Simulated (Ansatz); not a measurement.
The reference is BN in the wurtzite structure (space group P6_3mc, No. 186; a = 2.555 Å, c = 4.225 Å). Axes: x lies along a and z along c of the hexagonal cell.

Calculations: plane-wave PAW DFT at the PBE level (Ansatz, a first-principles code, 420 eV), no SOC.

Base values:

| Item | Result |
|---|---|
| Band gap | 5.23 eV |
| Width of the top valence band | 5.37 eV |

One thing is altered: biaxial strain −1.20 %, plane normal [001], relaxed out of plane (Cartesian); in-plane vectors clamped, the third vector and the atoms free.

### Question
What does the calculation give for the out-of-plane strain, band gap and width of the top valence band after the change?

### Answer
The out-of-plane strain is +0.14 %; the band gap shrinks by 0.11 eV to 5.12 eV; the width of the top valence band grows by 0.09 eV (5.37 eV → 5.46 eV).

Whether these cells are dynamically stable was not tested.
